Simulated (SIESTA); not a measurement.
## SIESTA run on a (001) slab of Mg (cut from a parent of space group no. 166; 9 atoms in the cell): self-consistent single point

Level of theory: SIESTA with GGA PBEsol, numerical atomic orbitals DZP, PseudoDojo PBEsol standard norm-conserving potentials (rewritten from UPF to PSML).

Input as run:

```
# files in the folder: Mg.psml (PseudoDojo PBEsol standard)
SystemName  Mg
SystemLabel mg

NumberOfAtoms                9
NumberOfSpecies              1
%block ChemicalSpeciesLabel
  1 12 Mg
%endblock ChemicalSpeciesLabel
LatticeConstant              1.0 Ang
%block LatticeVectors
     3.175834000    0.000000000    0.000000000
    -1.587917000    2.750353000    0.000000000
     0.000000000    0.000000000   34.484700000
%endblock LatticeVectors
AtomicCoordinatesFormat      Ang
%block AtomicCoordinatesAndAtomicSpecies
     0.000000000    0.000000000   24.919092521  1
    -0.000001588    1.833569583   22.353499810  1
     0.000000000    0.000000000   19.807908226  1
     1.587918588    0.916783417    9.565607479  1
     0.000000000    0.000000000    7.000014768  1
     1.587918588    0.916783417   27.484685232  1
    -0.000001588    1.833569583   17.242315515  1
     1.587918588    0.916783417   14.676722805  1
    -0.000001588    1.833569583   12.131096735  1
%endblock AtomicCoordinatesAndAtomicSpecies

XC.functional                GGA
XC.authors                   PBEsol
PAO.BasisSize                DZP
PAO.EnergyShift              0.01 Ry
MeshCutoff                   300 Ry
%block kgrid.MonkhorstPack
   11   0   0  0.0
    0  11   0  0.0
    0   0   1  0.0
%endblock kgrid.MonkhorstPack
OccupationFunction           MP
OccupationMPOrder            0
ElectronicTemperature        100.0 meV

MaxSCFIterations             150
SCF.Mixer.Method             Pulay
SCF.Mixer.Weight             0.1
SCF.Mixer.History            6
SCF.DM.Tolerance             1.0E-05
Diag.ParallelOverK           true
WriteForces                  true
Charge.Mulliken              end
```

The program printed (abridged):

```
reinit: Reading from file input.fdf

reinit: System Name: Mg
reinit: System Label: mg

coor:   Atomic-coordinates input format  =     Cartesian coordinates
coor:                                          (in Angstroms)

siesta: Atomic coordinates (Bohr) and species
siesta:      0.00000   0.00000  47.09026  1        1
siesta:     -0.00000   3.46494  42.24199  1        2
siesta:      0.00000   0.00000  37.43152  1        3
siesta:      3.00073   1.73247  18.07638  1        4
siesta:      0.00000   0.00000  13.22811  1        5
siesta:      3.00073   1.73247  51.93853  1        6
siesta:     -0.00000   3.46494  32.58325  1        7
siesta:      3.00073   1.73247  27.73499  1        8
siesta:     -0.00000   3.46494  22.92445  1        9

siesta: System type = slab

initatomlists: Number of atoms, orbitals, and projectors:      9    81    72

siesta: ******************** Simulation parameters ****************************
redata: Spin configuration                          = none
redata: Time-Reversal Symmetry                      = T
redata: Number of Atomic Species                    =        1
redata: Mesh Cutoff                                 =   300.0000 Ry
redata: Net charge of the system                    =     0.0000 |e|
redata: Min. number of SCF Iter                     =        0
redata: Max. number of SCF Iter                     =      150
redata: SCF convergence failure will abort job
redata: SCF mix quantity                            = Hamiltonian
redata: Mix DM or H after convergence               =   F
redata: Recompute H after scf cycle                 =   F
redata: Mix DM in first SCF step                    =   T
redata: No kicks to SCF
redata: DM Mixing Weight for Kicks                  =     0.5000
redata: Require Harris convergence for SCF          =   F
redata: Harris energy tolerance for SCF             =     0.000100 eV
redata: Require DM convergence for SCF              =   T
   [... lines left out ...]
diag: Used triangular part                          = Lower
diag: Absolute tolerance                            =  0.100E-15
diag: Orthogonalization factor                      =  0.100E-05
diag: Memory factor                                 =  1.0000

superc: Internal auxiliary supercell:     7 x     7 x     1  =      49
superc: Number of atoms, orbitals, and projectors:    441   3969   3528

                        Single-point calculation

superc: Internal auxiliary supercell:     7 x     7 x     1  =      49
superc: Number of atoms, orbitals, and projectors:    441   3969   3528

outcell: Unit cell vectors (Ang):
        3.175834    0.000000    0.000000
       -1.587917    2.750353    0.000000
        0.000000    0.000000   34.484700

outcell: Cell vector modules (Ang)   :    3.175834    3.175834   34.484700
outcell: Cell angles (23,13,12) (deg):     90.0000     90.0000    120.0000
outcell: Cell volume (Ang**3)        :    301.2123
new_DM -- step:     1
Initializing Density Matrix...

Attempting to read DM from file... Failed...
DM filled with atomic data:

InitMesh: MESH = 30 x 30 x 360 = 324000
InitMesh: Mesh cutoff (required, used) =   300.000   301.199 Ry

stepf: Methfessel-Paxton step function
       Using Hermite-Gauss polynomials of order  0
        iscf     Eharris(eV)        E_KS(eV)     FreeEng(eV)     dDmax    Ef(eV) dHmax(eV)
   scf:    1   -14498.543485   -14514.964330   -14514.974804  0.733801 -2.930872  4.593109
   scf:    2   -14512.958373   -14514.519061   -14514.530113  0.066240 -2.889409 10.085986
   scf:    3   -14515.321279   -14515.128234   -14515.138722  0.052074 -2.919479  3.933160
   scf:    4   -14515.152228   -14515.142822   -14515.153226  0.019447 -2.937529  4.357441
   scf:    5   -14515.369058   -14515.282958   -14515.293054  0.067594 -3.096011  1.347961
   scf:    6   -14515.244684   -14515.282383   -14515.292466  0.011217 -3.103792  1.437720
   [... 11 lines left out ...]
   scf:   18   -14515.304390   -14515.304390   -14515.314263  0.000036 -3.125140  0.000535
   scf:   19   -14515.304390   -14515.304390   -14515.314263  0.000014 -3.125150  0.000720
   scf:   20   -14515.304390   -14515.304390   -14515.314263  0.000019 -3.125144  0.000264
   scf:   21   -14515.304390   -14515.304390   -14515.314263  0.000011 -3.125145  0.000209
   scf:   22   -14515.304390   -14515.304390   -14515.314263  0.000005 -3.125146  0.000151
SCF Convergence by DM+H criterion
max |DM_out - DM_in|         :     0.0000047484
max |H_out - H_in|      (eV) :     0.0001514810
SCF cycle converged after 22 iterations

Using DM_out to compute the final energy and forces

siesta: E_KS(eV) =           -14515.3044

siesta: E_KS - E_eggbox =    -14515.3044

siesta: Atomic forces (eV/Ang):
     1    0.000000   -0.000000   -0.058942
     2    0.000023   -0.000013   -0.017818
     3   -0.000019    0.000011   -0.012942
     4   -0.000009    0.000006    0.058719
     5    0.000010   -0.000006   -0.177208
     6   -0.000016    0.000010    0.177190
     7    0.000025   -0.000014    0.000484
     8    0.000009   -0.000005    0.012896
     9   -0.000011    0.000007    0.017910
   Tot    0.000011   -0.000006    0.000290
   Max    0.177208
   Res    0.051169    sqrt( Sum f_i^2 / 3N )
   Max    0.177208    constrained

Stress tensor Voigt[x,y,z,yz,xz,xy] (kbar):       -5.90       -5.25      -15.58       -0.00        0.00        0.56
(Free)E + p*V (eV/cell)   -14513.6388
Target enthalpy (eV/cell)   -14515.3143

siesta: Program's energy decomposition (eV):
siesta: Ebs     =     -4034.936881
siesta: Eions   =     17717.952633
siesta: Ena     =      1170.640622
siesta: Ekin    =      8269.959632
siesta: Enl     =     -4420.495264
siesta: Eso     =         0.000000
siesta: Edftu   =         0.000000
siesta: DEna    =        81.919164
siesta: DUscf   =         2.252438
siesta: DUext   =         0.000000
siesta: Ex      =     -1785.161334
siesta: Ec      =      -116.467016
siesta: Exc     =     -1901.628350
siesta: Eharris =    -14515.304390
siesta: Etot    =    -14515.304390
siesta: FreeEng =    -14515.314263

siesta: Atomic forces (eV/Ang):
siesta:      1    0.000000   -0.000000   -0.058942
siesta:      2    0.000023   -0.000013   -0.017818
siesta:      3   -0.000019    0.000011   -0.012942
siesta:      4   -0.000009    0.000006    0.058719
siesta:      5    0.000010   -0.000006   -0.177208
siesta:      6   -0.000016    0.000010    0.177190
siesta:      7    0.000025   -0.000014    0.000484
siesta:      8    0.000009   -0.000005    0.012896
   [... lines left out ...]
siesta:    -0.003682    0.000348    0.000000
siesta:     0.000348   -0.003279   -0.000000
siesta:     0.000000   -0.000000   -0.009726

siesta: Cell volume =        301.212287 Ang**3

siesta: Pressure (static):
siesta:                Solid            Molecule  Units
siesta:           0.00006058          0.00003072  Ry/Bohr**3
siesta:           0.00556232          0.00282045  eV/Ang**3
siesta:           8.91181983          4.51885387  kBar

mulliken: Atomic and Orbital Populations:

Species: Mg
Atom  Qatom  Qorb
               2s      3s      3s      2py     2pz     2px     3py     3pz
               3px
   1  9.992   1.997   1.357  -0.304   2.018   2.017   2.018   0.309   0.272
              0.308
   2 10.015   1.996   1.345  -0.290   2.019   2.017   2.019   0.307   0.297
   [... 15 lines left out ...]

mulliken: Qtot =       90.000

Mulliken Atomic Populations:
Atom #   charge [q] valence [e]  Species
     1     0.007944    9.992056  Mg
     2    -0.015380   10.015380  Mg
     3    -0.006588   10.006588  Mg
     4     0.007944    9.992056  Mg
     5     0.012270    9.987730  Mg
     6     0.012269    9.987731  Mg
     7     0.003513    9.996487  Mg
     8    -0.006588   10.006588  Mg
     9    -0.015383   10.015383  Mg
 Total     0.000000

siesta: Electric dipole (a.u.)  =   -0.000000   -0.000000   -0.000001
siesta: Electric dipole (Debye) =   -0.000000   -0.000000   -0.000002
```

The run converged in 22 iterations.

The starting cell comes from a database of computed structures (which also holds hypothetical and non-ambient phases and stackings), without a prior relaxation at this level. The slab is cut from that crystal, and its faces are unrelaxed. Its lattice was rescaled by up to half a per cent. Values carry the incompleteness of an atom-centred basis.

Cost on one core of a shared machine: roughly 40 s.
